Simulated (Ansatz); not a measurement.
## What pressure 45 GPa does to Ti3Al

The parent structure is Ti3Al (space group P6_3/mmc, No. 194; a = 5.7471 Å, c = 4.6315 Å).

Perturbation: cell and atoms relaxed at a pressure of 45 GPa.

Calculations: r2SCAN (Ansatz, a program for electronic structure; PAW; 500 eV plane waves; no spin-orbit coupling). Γ-centred 10×10×10 mesh, Fermi–Dirac width 0.05 eV.

The volume per atom falls by 3.57 Å³, from 16.56 Å³ to 12.99 Å³ and the density grows by 1.17 g/cm³ to 5.45 g/cm³. The c/a ratio increases by 0.010 (0.806 → 0.816) and the shortest interatomic distance shrinks by 0.230 Å (2.813 Å → 2.583 Å). The enthalpy H = E + PV relative to the base's energy is +4.07 eV/atom and the band gap remains zero.

Final structure:

```yaml
crystal:
  lattice:
    - [5.27960, 0.00000, 0.00000]
    - [-2.63980, 4.57227, 0.00000]
    - [0.00000, 0.00000, 4.30556]
  atoms:
    - { symbol: Ti, position: [0.82973, 0.65947, 0.25000] }
    - { symbol: Ti, position: [0.17027, 0.82973, 0.75000] }
    - { symbol: Ti, position: [0.34053, 0.17027, 0.25000] }
    - { symbol: Ti, position: [0.17027, 0.34053, 0.75000] }
    - { symbol: Ti, position: [0.82973, 0.17027, 0.25000] }
    - { symbol: Ti, position: [0.65947, 0.82973, 0.75000] }
    - { symbol: Al, position: [0.33333, 0.66667, 0.25000] }
    - { symbol: Al, position: [0.66667, 0.33333, 0.75000] }
```

Load acts through the strain it causes; cell and atoms are relaxed under it. No phonon test of stability was made. Competing high-pressure phases were not computed. All final runs are without spin polarisation.
